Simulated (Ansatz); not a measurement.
Start from BaS in the rock salt structure (space group Fm-3m, No. 225; a = 6.331 Å).

Calculations: PBEsol (Ansatz, a first-principles code, PAW, no SOC).

For the base:

| Quantity | Value |
|---|---|
| Smallest direct gap | 2.13 eV |
| Pressure | 0.01 GPa |

Perturbation: every lattice vector is shortened by 3.00 %; the atoms relax in the strained cell.

Question: What does the calculation give for the smallest direct gap and pressure after the change?

Answer: The smallest direct gap drops by 0.26 eV (2.13 eV → 1.87 eV); the pressure grows by 5.22 GPa to 5.23 GPa.

Stability against distortions was not tested.
